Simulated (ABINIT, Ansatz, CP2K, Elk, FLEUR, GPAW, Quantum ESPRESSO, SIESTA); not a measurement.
**KF (Fm-3m, 2 atoms in the cell) computed with different codes at matched settings**

Self-consistent single point, at a second geometry (lattice scaled by 0.98). First geometry:

```xyz
2
Lattice="0.0000 2.6544 2.6544 2.6544 0.0000 2.6544 2.6544 2.6544 0.0000" Properties=species:S:1:pos:R:3 pbc="T T T"
K      0.0000     0.0000     0.0000
F      2.6544     2.6544     2.6544
```

Shared settings, as Ansatz (a quantum-chemistry and plane-wave program) writes them: kpoints.mp_grid.grid = 9 9 9; scf.occupations.method = fermi_dirac; scf.occupations.width = 0.0015 Ry. Potentials and cutoffs stand in the table.

| code | model | ΔF from the first geometry (meV/atom) | pressure (GPa) | gap on the mesh (eV) | cutoff |
|---|---|---|---|---|---|
| Quantum ESPRESSO | PBE, PseudoDojo standard norm-conserving (PBE) pseudopotentials | 22.5 | 4.70 | 6.644 | 85 Ry |
| FLEUR | PBE, all-electron FLAPW (FLEUR), scalar-relativistic valence | 22.2 | – | 6.780 | Kmax 3.8 1/bohr |
| GPAW | PBE, GPAW PAW datasets PBE (gpaw-data 1.0.1) | 23.3 | – | 6.622 | 950 eV |
| ABINIT | PBE, PAW (JTH v2.0 PBE PAW) | 25.1 | 4.86 | 6.614 | 48 Ry |
| Elk | PBE, all-electron FP-LAPW, Elk's shipped species files, APW+lo basis with extra local orbitals | 28.4 | – | 6.702 | rgkmax 8 |
| Ansatz | PBE, PAW files | 23.3 | 4.63 | 6.625 | 30.9 Ry |
| SIESTA | GGA PBE, numerical atomic orbitals DZP, PseudoDojo PBE standard norm-conserving potentials (rewritten from UPF to PSML) | 4.5 | 2.12 | 5.991 | grid 350 Ry |
| CP2K | PBE, GPW, DZVP-MOLOPT-PBE-GTH basis, GTH-PBE potentials (POTENTIAL_UZH) | 26.2 | 5.29 | 6.621 | grid 550 Ry |

A dash marks a value that a program does not give, or that is left out as unsure.

Gaps are read on the mesh.

The spread over the programs that give each value: ΔF from the first geometry within 23.9 meV/atom; pressure within 3.17 GPa; gap on the mesh within 0.789 eV.

SIESTA and CP2K use small atom-centred bases, whose incompleteness enters pressures, forces and empty levels differently from a plane-wave cutoff. FLEUR and Elk treat all electrons, but the usual bases taken here (sphere radii, linearisation, local orbitals, empty states) were not tested for convergence, so the values are no reference for the others. Ansatz's pressure is given at a fixed set of plane waves, as the other plane-wave codes print theirs; with its correction for the finite basis it is 4.81 GPa. The pressure of GPAW is left out: its cutoff lies under the one at which its stress was checked. In the pressure, SIESTA (by 2.59) lies more than 1 GPa from the median of the plane-wave programs. In the gap, FLEUR (by 0.156) and SIESTA (by 0.633) lie more than 0.12 eV from the median of the plane-wave programs.

The starting cell comes from a database of computed structures (which also holds hypothetical and non-ambient phases and stackings), without a prior relaxation at this level. For this run, on top of that: lattice scaled by 0.98.

Keys are those of Ansatz 0.2.
